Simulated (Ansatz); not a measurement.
This Ansatz (a first-principles code) input is the reference run, GaSb in the zinc blende structure (space group F-43m, No. 216), computed with Kohn–Sham DFT with the r2SCAN functional, run in Ansatz with PAW and 500 eV plane waves, no spin-orbit coupling, earlier PAW set:

Ansatz 0.2 input:
```yaml
crystal:
  lattice:
    - [0, 3.0667663792, 3.0667663792]
    - [3.0667663792, 0, 3.0667663792]
    - [3.0667663792, 3.0667663792, 0]
  atoms:
    - { symbol: Sb, position: [0.75, 0.75, 0.75] }
    - { symbol: Ga, position: [0, 0, 0] }
basis: { ecutwfc: 500, ecutrho_ratio: 4, xc_grid: 4, fft_grid_basis: typed }
kpoints: { mp_grid: { grid: [13, 13, 13] } }
hamiltonian:
  xc: r2scan
  dispersion: none
  pseudopotentials: { azcp: { folder: ./paw }, kind: paw }
scf: { occupations: { method: fermi_dirac, width: 0.05 }, convergence: { dr2_threshold: 0.0000000002 } }
output: { forces: true, stress: true }
```

**Question.** Write the input for this change: the cell is compressed by 0.82 % along y with no lateral relaxation, atoms relaxed at fixed cell.

**Answer.** 
Ansatz 0.2 input:
```yaml
crystal:
  lattice:
    - [0, 3.0416188949, 3.0667663792]
    - [3.0667663792, 0, 3.0667663792]
    - [3.0667663792, 3.0416188949, 0]
  atoms:
    - { symbol: Sb, position: [0.75, 0.75, 0.75] }
    - { symbol: Ga, position: [0, 0, 0] }
basis: { ecutwfc: 500, ecutrho_ratio: 4, xc_grid: 4, fft_grid_basis: typed }
kpoints: { mp_grid: { grid: [13, 13, 13] } }
hamiltonian:
  xc: r2scan
  dispersion: none
  pseudopotentials: { azcp: { folder: ./paw }, kind: paw }
scf: { occupations: { method: fermi_dirac, width: 0.05 }, convergence: { dr2_threshold: 0.0000000002 } }
relax: { f_tol: 0.005, max_steps: 50 }
output: { forces: true, stress: true }
checkpoint: { write: state.ck, write_every: 1000 }
```
This is the input that was run.

The cells carry an imposed strain or load. No phonon test of stability was made.
